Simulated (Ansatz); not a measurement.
For Ge3Mo5 (I4/mcm, No. 140; structure not from a measured cell), LDA (plane waves, PAW; Ansatz, a program for electronic structure) gives:

```
Quantity                          Value
------------------------------  -------
equilibrium lattice constant a  9.736 Å
c axis length                   4.900 Å
```

### Question
What does r²SCAN+rVV10 (Ansatz, PAW) give for the same quantities?

### Answer

- lattice constant a: 9.825 Å (goes up by 0.9 %)
- lattice parameter c: 4.945 Å (grows by 0.9 %)

Changes are worked out from the printed values.

Unless a cell is named, each level is at its own relaxed cell (LDA 14.51, r²SCAN+rVV10 14.92 Å³/atom).

Caveats: the relaxation could not lower the start's symmetry, so the cell can be a saddle point above a distorted one (LDA, r²SCAN+rVV10). Ansatz's density-functional and Hartree–Fock values are scalar-relativistic unless marked +SOC, with PAW data made under PBE.
